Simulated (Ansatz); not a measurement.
## HoAu₂ (I4/mmm, No. 139)

These are PBEsol (Ansatz, a program for electronic structure, PAW) values and carry that method's errors.

Run with plane-wave cutoff 500 eV, 20×20×20 k mesh, Fermi–Dirac smearing 0.1 eV, spin-polarised start, scalar-relativistic PAW data made under PBE.

Cell (relaxed at this level):

```xyz
3
Lattice="-1.8404 1.8404 4.4937 1.8404 -1.8404 4.4937 1.8404 1.8404 -4.4937" Properties=species:S:1:pos:R:3 pbc="T T T"
Ho     0.0000     0.0000     0.0000
Au     0.0000     0.0000     5.9926
Au     0.0000     0.0000     2.9947
```

```
Item      Result
--------  ------
band gap    none
```

Note: the magnetic order was assumed, not searched for or taken from measurement; the 4f shell is treated without U or exact exchange, so its levels and filling can be wrong.

Spin–orbit coupling is not included; it can shift volumes and moduli of such heavy elements.

Static lattice: no zero-point or thermal effects.

Computing time: about 30 core-minutes (a rough figure).
